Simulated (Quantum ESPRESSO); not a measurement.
Quantum ESPRESSO run on Na (Im-3m, 1 atom in the cell): self-consistent single point.

Level of theory: PBEsol, SSSP 1.1.2 efficiency (PBE) pseudopotentials (plane waves; Quantum ESPRESSO).

```xyz
1
Lattice="-2.1300 2.1300 2.1300 2.1300 -2.1300 2.1300 2.1300 2.1300 -2.1300" Properties=species:S:1:pos:R:3 pbc="T T T"
Na     0.0000     0.0000     0.0000
```

Reference input (self-consistent single point, DFT, PBE, plane waves, SSSP 1.1.2 efficiency (PBE) pseudopotentials): ecutwfc = 40 Ry; ecutrho = 320 Ry; occupations = smearing; smearing = fermi-dirac; degauss = 0.0073499 Ry; potentials = {Na: na_pbe_v1.5.uspp.F.UPF}; K_POINTS = automatic 9 9 9 0 0 0; conv_thr = 1e-10 Ry. This run's input differs from it in these lines:

```diff
@@ -17,2 +17,3 @@
     degauss = 0.0073499
+    input_dft = 'pbesol'
 /
```

Output (repeated stretches shortened):

```
     Self-consistent Calculation

     iteration #  1     ecut=    40.00 Ry     beta= 0.70

     Threshold (ethr) on eigenvalues was too large:
     Diagonalizing with lowered threshold

     total energy              =     -95.10946671 Ry
     estimated scf accuracy    <       0.00195778 Ry

     iteration #  2     ecut=    40.00 Ry     beta= 0.70

     total energy              =     -95.10994345 Ry
     estimated scf accuracy    <       0.00020911 Ry

     iteration #  3     ecut=    40.00 Ry     beta= 0.70

     total energy              =     -95.10996632 Ry
     estimated scf accuracy    <       0.00000985 Ry

   [... 2 blocks of this kind left out ...]

     iteration #  6     ecut=    40.00 Ry     beta= 0.70

     total energy              =     -95.10996677 Ry
     estimated scf accuracy    <          2.9E-10 Ry

     iteration #  7     ecut=    40.00 Ry     beta= 0.70
     End of self-consistent calculation

     the Fermi energy is     1.4122 ev

!    total energy              =     -95.10996677 Ry
     estimated scf accuracy    <          4.2E-12 Ry
     smearing contrib. (-TS)   =      -0.00099959 Ry
     internal energy E=F+TS    =     -95.10896718 Ry

     convergence has been achieved in   7 iterations

     Forces acting on atoms (cartesian axes, Ry/au):

     atom    1 type  1   force =     0.00000000    0.00000000    0.00000000

     Total force =     0.000000     Total SCF correction =     0.000000

          total   stress  (Ry/bohr**3)                   (kbar)     P=       -4.43
  -0.00003011  -0.00000000  -0.00000000           -4.43       -0.00       -0.00
  -0.00000000  -0.00003011  -0.00000000           -0.00       -4.43       -0.00
  -0.00000000  -0.00000000  -0.00003011           -0.00       -0.00       -4.43

   JOB DONE.
```

The run converged in 7 iterations. Against the reference run the pressure goes from -0.31 to -0.44 GPa.

The starting cell has typed, rounded lattice constants, without a prior relaxation at this level.
